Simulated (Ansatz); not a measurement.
Base system: MgO in the rock salt structure (space group Fm-3m, No. 225; a = 4.215 Å). Axes: x, y, z lie along the cube axes.

Method: PBEsol (Ansatz, an electronic-structure program; PAW; 420 eV plane waves; no spin-orbit coupling), earlier PAW set.

For the base:

The band gap is 4.62 eV. The electron mass is 0.34 mₑ (at Γ).

Perturbation: a pure shear with ε_xy = ε_yx = 0.0100, atoms relaxed at fixed cell.

Question: Predict the new band gap.

Answer: The band gap drops by 0.08 eV to 4.54 eV.

Question: What happens to the electron mass?

Answer: The electron mass is still 0.34 mₑ (at Γ).

The cells carry an imposed strain or load. Masses are band curvatures over ±0.01 Å⁻¹ around the edge. Stability against distortions was not tested.
